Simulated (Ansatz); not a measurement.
An Ansatz (a program for electronic structure) run: La3In; Kohn–Sham DFT with the PBEsol functional, run in Ansatz with PAW and 420 eV plane waves, scalar-relativistic without spin-orbit coupling.

Input:

Ansatz 0.2 input:
```yaml
crystal:
  lattice:
    - [4.9658644083, 0, 0]
    - [0, 4.9658644083, 0]
    - [0, 0, 4.9658644083]
  atoms:
    - { symbol: La, position: [0.5, 0.5, 0] }
    - { symbol: La, position: [0, 0.5, 0.5] }
    - { symbol: La, position: [0.5, 0, 0.5] }
    - { symbol: In, position: [0, 0, 0] }
basis: { ecutwfc: 420, ecutrho_ratio: 4, xc_grid: 2, fft_grid_basis: typed }
kpoints: { mp_grid: { grid: [10, 10, 10] } }
hamiltonian:
  xc: pbesol
  dispersion: none
  pseudopotentials: { kind: paw }
scf: { occupations: { method: fermi_dirac, width: 0.05 }, convergence: { dr2_threshold: 0.0000000004 } }
output: { forces: true, stress: true }
```

Output:

```
WARN ansatz: RAYON_NUM_THREADS=2 ignored (pool sized by the plan → 2); use --threads N
Pseudopotentials: kind: paw
Pseudopotential: La, paw, valence charge 11
Pseudopotential: In, paw, valence charge 13
Functional definition: PBEsol
Crystal: 4 atoms, lattice volume = 122.457 Å³
Basis set: ecut = 420 eV, 2373 PW (Γ), exchange–correlation on 72×72×72 points (8 copies of the dense FFT grid, shifted against one another)
Bands: 27, of which v1, the nominal top of the filled ones, is band 23 counted from 1 (22 counted from 0)
Symmetry: 48 space group operations
Space group: Pm-3m (ITA 221), of the structure as read, at distance tolerance 5.0e-5 Å
k-points: 56 of 1000
PAW frozen core: La, regenerated for the run's functional, and the local potential with it
PAW frozen core: In, regenerated for the run's functional, and the local potential with it
Initial density: superposition of atomic densities (neutral atoms: chi_scale 0, normalization atom), corrected by the library's trained network
Initial wavefunctions: pseudopotential atomic-orbital guess
Eigensolver: davidson
Functional: x = pbesol(κ = 0.804, μ = 0.12345679012345678), c = pbesol(β = 0.046)
SCF iter   1: F=—  HF=-24010.585177 eV  |F-HF|=—  |Δ(HF+E_count)|=         —  Δρ=4.81e-3  dr2=6.05e-2  ethr=1.77e-3  ⟨swp⟩=5.4  Hψ=7005  notcnv=0
all-band conjugate gradients solve this SCF's bands
preconditioner: auto → Kerker (q_TF=auto, 2.318 Å⁻¹)
SCF iter   2: F=—  HF=-24010.574813 eV  |F-HF|=—  |Δ(HF+E_count)|=   1.04e-2  Δρ=3.03e-3  dr2=2.62e-2  ethr=1.31e-4  ⟨swp⟩=1.4  Hψ=1996  notcnv=0
SCF iter   3: F=—  HF=-24010.568060 eV  |F-HF|=—  |Δ(HF+E_count)|=   6.75e-3  Δρ=5.50e-4  dr2=3.54e-4  ethr=5.70e-5  ⟨swp⟩=2.6  Hψ=2563  notcnv=0
SCF iter   4: F=—  HF=-24010.567992 eV  |F-HF|=—  |Δ(HF+E_count)|=   6.73e-5  Δρ=1.13e-4  dr2=1.89e-5  ethr=7.69e-7  ⟨swp⟩=2.3  Hψ=2633  notcnv=0
SCF iter   5: F=—  HF=-24010.567990 eV  |F-HF|=—  |Δ(HF+E_count)|=   2.29e-6  Δρ=3.50e-5  dr2=1.57e-6  ethr=4.11e-8  ⟨swp⟩=2.6  Hψ=2710  notcnv=0
SCF iter   6: F=—  HF=-24010.567990 eV  |F-HF|=—  |Δ(HF+E_count)|=   5.59e-8  Δρ=8.92e-6  dr2=5.87e-8  ethr=3.41e-9  ⟨swp⟩=2.0  Hψ=2102  notcnv=0
SCF iter   7: F=—  HF=-24010.567990 eV  |F-HF|=—  |Δ(HF+E_count)|=   1.68e-8  Δρ=1.75e-6  dr2=2.97e-9  ethr=1.28e-10  ⟨swp⟩=2.4  Hψ=2904  notcnv=0
SCF iter   8: F=-24010.567990 eV  HF=-24010.567990 eV  |F-HF|=3.27e-11  |Δ(HF+E_count)|=  2.66e-10  Δρ=4.71e-7  dr2=1.88e-10  ethr=1.00e-12  ⟨swp⟩=5.1  Hψ=6504  notcnv=0
SCF 1 converged in 8 iterations: F = -24010.567990 eV  dr2 = 1.88e-10
SCF converged after 8 iterations
Free energy (F): -24010.567990 eV
Harris-Foulkes:  -24010.567990 eV  (|F-HF|=3.27e-11)
Internal energy: -24010.526702 eV  (E = F + TS)
E sigma→0 (E₀):  -24010.547346 eV
Entropy (-TS):   -0.041288 eV (-10.322 meV/atom)
Fermi energy:    12.146920 eV
--- Per-component energies (eV) ---
  E_band       = -86.058793
  E_kinetic    = 827.688899
  E_local      = -2008.788353  (includes V_loc(G=0)·N_el)
  E_nonlocal   = 656.019220
  E_hartree    = 739.487583
  E_xc         = -631.803254
  E_vxc        = -546.009910  (∫ρ·V_xc dr)
  E_paw        = -20067.581891  (= ΣΔE_a)
  E_vpaw       = -493.944109  (= ΣTr[D̂ρ^β])
  E_aug_tail   = 0.000025  (compensation charges beyond the density's cutoff)
  E_ewald      = -3526.293363
  E_core_change = 0.744431  (= ΣΔE_core)
  E_smearing   = -0.041288  (= −TS)
  E_closure    = 0.000000  (closes the sum)
  Σ components = -24010.567990   (vs F -24010.567990, Δ=0.00e0)
  [band-id]    e_kinetic+e_local+e_nonlocal+2·e_hartree+e_vxc+e_vpaw+e_augmentation_tail = -86.059062   (vs E_band -86.058793, Δ=-2.69e-4)
--- Forces (eV/Å), atoms counted from 1 ---
  atom   1  La     0.00000000    -0.00000000     0.00000000
  atom   2  La     0.00000000     0.00000000    -0.00000000
  atom   3  La     0.00000000    -0.00000000    -0.00000000
  atom   4  In     0.00000000     0.00000000     0.00000000
  max |Σ_I F_I| component: 1.06e-29 eV/Å
--- Stress (GPa, compression-positive) ---
       -0.000001       0.000000      -0.000000
        0.000000      -0.000001       0.000000
        0.000000       0.000000      -0.000001
  P = ⅓ Tr σ = -0.0000 GPa (-0.000 kbar)
  The stress holds the Pulay correction. Without it, at fixed plane waves, as pw.x and ABINIT print it: P = -0.0095 GPa
  The stress includes an estimate of the error left by incomplete SCF convergence (largest component 0.0001 GPa).
--- Band table ---
  band table: none
```

Whether these cells are dynamically stable was not tested. The cell is La₃In in the Cu3Au type structure (space group Pm-3m, No. 221).
